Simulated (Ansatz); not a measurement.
Consider WSe2 (space group P6_3/mmc, No. 194; a = 3.279 Å, c = 12.786 Å; layered, stacked along the Cartesian z axis). Axes: x lies along a and z along c of the hexagonal cell.

Level of theory: PBE-D3(BJ), PAW, 420 eV (Ansatz, a program for electronic structure; no spin-orbit coupling).

Strains are applied to the cell and any free atomic positions relax.

One change was made to it. Results:

| quantity | base | after |
|---|---|---|
| band gap | 0.87 eV | 0.99 eV |
| width of the top valence band | 1.52 eV | 1.42 eV |
| gap character | indirect, Γ → K–Γ (47 % along) | indirect, Γ → K–Γ (47 % along) |

Name the change that was made.
(A) uniaxial strain ε_zz = +1.20 %
(B) uniaxial strain ε_zz = +0.60 %
(C) uniaxial strain ε_zz = +2.40 %

C, uniaxial strain ε_zz = +2.40 %. For comparison, the band gap in the other runs: uniaxial strain ε_zz = +1.20 % gives 0.93 eV; uniaxial strain ε_zz = +0.60 % gives 0.90 eV.

With W present, leaving out spin-orbit coupling can change the band edges. Stability against distortions was not tested.
